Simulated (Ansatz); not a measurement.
The starting structures come from a database of crystals and need not be the phases stable at ambient conditions.

Here is the system:

```yaml
crystal:
  lattice:
    - [7.35534, 0.00000, 0.00000]
    - [0.00000, 7.35534, 0.00000]
    - [3.67767, -3.67767, 3.37266]
  atoms:
    - { symbol: Sr, position: [0.50000, 0.50000, 0.00000] }
    - { symbol: Sr, position: [0.75000, 0.75000, 0.50000] }
    - { symbol: Ge, position: [0.00000, 0.00000, 0.00000] }
    - { symbol: Ge, position: [0.25000, 0.25000, 0.50000] }
    - { symbol: H, position: [0.12500, 0.30039, 0.25000] }
    - { symbol: H, position: [0.30039, 0.62500, 0.75000] }
    - { symbol: H, position: [0.62500, 0.94961, 0.25000] }
    - { symbol: H, position: [0.94961, 0.12500, 0.75000] }
    - { symbol: O, position: [0.75509, 0.98457, 0.31551] }
    - { symbol: O, position: [0.98457, 0.92940, 0.68449] }
    - { symbol: O, position: [0.92940, 0.33094, 0.31551] }
    - { symbol: O, position: [0.33094, 0.75509, 0.68449] }
    - { symbol: O, position: [0.49491, 0.91906, 0.18449] }
    - { symbol: O, position: [0.26543, 0.49491, 0.81551] }
    - { symbol: O, position: [0.32060, 0.26543, 0.18449] }
    - { symbol: O, position: [0.91906, 0.32060, 0.81551] }
```

The cell was relaxed by PBE-D3(BJ); by r2SCAN it stands under a pressure of -2.5 GPa.

Transport runs along the normal of the first two printed cell vectors, the (001) plane of the conventional cell.

The gap is the functional's own. No spin-orbit coupling. Mid-gap values are those at the computed energy nearest the middle.

Question: Predict the band gap and the smallest decay constant κ at mid-gap from r2SCAN in Ansatz (a first-principles code).

Answer: Gap 4.81 eV on a 10×10×10 mesh; κ = 0.387 1/Å, at the zone centre.
